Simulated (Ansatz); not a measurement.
**Al, response to strain**

The reference is Al in the fcc (Cu type) structure (space group Fm-3m, No. 225; a = 3.994 Å; relaxed with 0.1 eV smearing).

Strains are applied to the cell and any free atomic positions relax.

Method: Ansatz (a first-principles code) r2SCAN, no spin-orbit coupling.

Notes on the quantities. energy relative to the base: free energy F.

```
case                      energy relative to the base  pressure  shortest interatomic distance
------------------------  ---------------------------  --------  -----------------------------
base                                       0 meV/atom   0.0 GPa                        2.824 Å
isotropic strain −3.00 %                 +41 meV/atom  10.3 GPa                        2.739 Å
isotropic strain −2.50 %                 +28 meV/atom   8.3 GPa                        2.753 Å
isotropic strain −2.00 %                 +18 meV/atom   6.4 GPa                        2.767 Å
isotropic strain −1.50 %                +9.8 meV/atom   4.6 GPa                        2.782 Å
isotropic strain −1.00 %                +4.3 meV/atom   3.0 GPa                        2.796 Å
isotropic strain −0.50 %                +1.0 meV/atom   1.4 GPa                        2.810 Å
```

Whether these cells are dynamically stable was not tested.
